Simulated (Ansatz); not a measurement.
Take TiC in the rock salt structure (space group Fm-3m, No. 225; a = 4.2609 Å; relaxed with 0.1 eV smearing) as the base. Axes: x, y, z lie along the cube axes.

Computed with LDA, PAW, 420 eV (Ansatz, an electronic-structure program; no SOC).

Before the change:

```
Quantity                         Value
-----------------------------  -------
Shortest interatomic distance  2.130 Å
```

The change: biaxial strain −0.42 %, plane normal [111], relaxed out of plane (Cartesian); in-plane vectors clamped, the third vector and the atoms free.

Question: How does this affect the shortest interatomic distance and out-of-plane strain?

Answer: The shortest interatomic distance falls by 0.004 Å (2.130 Å → 2.126 Å); the out-of-plane strain is +0.26 %.

Stability against distortions was not tested. All final runs are without spin polarisation.
